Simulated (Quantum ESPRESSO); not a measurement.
Band structure of Ba (Im-3m, 1 atom in the cell).

```
Ba
1.0
   -2.45152     2.45152     2.45152
    2.45152    -2.45152     2.45152
    2.45152     2.45152    -2.45152
Ba
1
Cartesian
  0.00000   0.00000   0.00000
```

Method: LDA (PZ), GBRV 1.5 ultrasoft (LDA) pseudopotentials (plane waves; Quantum ESPRESSO).

Settings: ecutwfc = 40 Ry; ecutrho = 200 Ry; occupations = smearing; smearing = fd; degauss = 0.0099958 Ry; potentials = {Ba: ba_lda_v1.uspp.F.UPF}; K_POINTS = automatic 13 13 13 0 0 0; nbnd = 17; conv_thr = 1e-08 Ry; mixing_beta = 0.7.

The starting cell has typed, rounded lattice constants, without a prior relaxation at this level. Its lattice was rescaled by a random factor within 2.5 % of one.

Levels in eV from the Fermi level, bands 2 to 9:
```csv
point,2,3,4,5,6,7,8,9
Γ,-13.66,-13.66,-13.66,-2.82,1.83,1.83,1.83,3.38
H,-14.06,-14.06,-14.06,-0.64,-0.64,4.24,4.24,4.24
N,-14.24,-13.85,-13.67,-0.98,0.62,1.48,3.34,3.97
P,-13.95,-13.95,-13.95,0.57,0.57,0.57,3.69,4.08
```

Bands cross the Fermi level along this path, so the cell is metallic at this level.
